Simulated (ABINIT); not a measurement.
Worked example: self-consistent single point of PbBrF (P1, 6 atoms in the cell) in ABINIT.

Method of the run: LDA (PW92), PAW (JTH v2.0 LDA PAW) (plane waves; ABINIT).

The change in words: lattice scaled by 0.98. Reference geometry:
```yaml
crystal:
  lattice:
    - [4.18506, 0.00000, 0.00000]
    - [0.00000, 4.18506, 0.00000]
    - [0.00000, 0.00000, 7.66234]
  atoms:
    - { symbol: Pb, position: [0.97602, 0.52317, 0.80846] }
    - { symbol: Pb, position: [0.50347, 0.01172, 0.17919] }
    - { symbol: Br, position: [0.50457, 0.98665, 0.64816] }
    - { symbol: Br, position: [0.00816, 0.51309, 0.35639] }
    - { symbol: F, position: [0.48375, 0.47153, 0.99898] }
    - { symbol: F, position: [0.02402, 0.99384, 0.00882] }
```

Reference input (self-consistent single point, DFT, LDA (PW92), plane waves, PAW (JTH v2.0 LDA PAW)): pseudos = [Pb.LDA_PW-JTH.xml, Br.LDA_PW-JTH.xml, F.LDA_PW-JTH.xml]; ecut = 653 eV; pawecutdg = 1306 eV; pawxcdev = 0; occopt = 1; ngkpt = 4 4 2; nshiftk = 1; shiftk = 0 0 0; potentials = JTH v2.0 LDA PAW; nband = 31; kptopt = 1; nstep = 50. This run's input differs from it in these lines:

```diff
@@ -3,3 +3,3 @@
 pseudos "Pb.LDA_PW-JTH.xml, Br.LDA_PW-JTH.xml, F.LDA_PW-JTH.xml"
-acell 4.1850600000 4.1850600000 7.6623400000 Angstrom
+acell 4.1013590000 4.1013590000 7.5090930000 Angstrom
 rprim
```

The program printed (abridged):

```
--- !BeginCycle
solver: {iscf: 17, nstep: 50, nline: 4, wfoptalg: 10, }
tolerances: {tolvrs: 1.00E-10, }
...

     iter   Etot(hartree)      deltaE(h)  residm     nres2
 ETOT  1  -192.32323993182    -1.923E+02 4.115E+00 1.648E+02
 ETOT  2  -200.54304566010    -8.220E+00 6.307E-01 5.269E+02
 ETOT  3  -199.50947257304     1.034E+00 2.014E-01 2.735E+02
 ETOT  4  -199.04843882353     4.610E-01 1.654E-01 3.690E+01
 ETOT  5  -199.37674687097    -3.283E-01 4.188E-02 8.328E+01
   [... 23 lines left out ...]
 ETOT 29  -199.13150931863     1.125E-11 7.541E-05 1.581E-09
 ETOT 30  -199.13150931863    -1.734E-12 6.309E-05 4.762E-10
 ETOT 31  -199.13150931863     1.222E-12 4.904E-05 1.591E-10
 ETOT 32  -199.13150931863    -6.253E-13 4.096E-05 2.821E-11
 At SCF step   32       nres2   =  2.82E-11 < tolvrs=  1.00E-10 =>converged.

 Cartesian components of stress tensor (hartree/bohr^3)
  sigma(1 1)= -1.08441184E-05  sigma(3 2)=  1.88545240E-05
  sigma(2 2)= -9.39144790E-06  sigma(3 1)= -6.44155334E-06
  sigma(3 3)= -1.27513503E-05  sigma(2 1)=  5.10294788E-06

 ----iterations are completed or convergence reached----

 reduced coordinates (array xred) for    6 atoms
       0.976022000000      0.523166000000      0.808465000000
       0.503473000000      0.011721000000      0.179190000000
       0.504567000000      0.986652000000      0.648159000000
       0.008162000000      0.513088000000      0.356385000000
       0.483754000000      0.471533000000      0.998979000000
       0.024021000000      0.993840000000      0.008821000000
 cartesian forces (eV/Angstrom) at end:
   [... lines left out ...]
 Fermi (or HOMO) energy (hartree) =   0.09349   Average Vxc (hartree)=  -0.36714
 Fermi (or HOMO) energy (eV) =   2.54397   Average Vxc (eV)=  -9.99052
   [... lines left out ...]
local_psp           : -2.04991310111189E+02
total_energy        : -1.99131509270795E+02
total_energy_eV     : -5.41864393738875E+03
...

-Cartesian components of stress tensor (GPa)         [Pressure=  3.2350E-01 GPa]
- sigma(1 1)= -3.19044926E-01  sigma(3 2)=  5.54719155E-01
- sigma(2 2)= -2.76305890E-01  sigma(3 1)= -1.89517010E-01
- sigma(3 3)= -3.75157615E-01  sigma(2 1)=  1.50133885E-01

 Calculation completed.
```

The run converged in 32 iterations. Against the reference run the free energy drops by 10.9 meV/atom, the pressure goes from -3.24 to 0.32 GPa, the largest force goes from 0.497 to 0.922 eV/Å and the gap on the mesh goes from 2.314 to 2.264 eV.

The starting cell comes from a database of computed structures (which also holds hypothetical and non-ambient phases and stackings), without a prior relaxation at this level. Its atoms were displaced at random from the sites of space group no. 129. For this run, on top of that: lattice scaled by 0.98. Spin-orbit coupling is off.

Cost on one core of a shared machine: roughly 6 min.
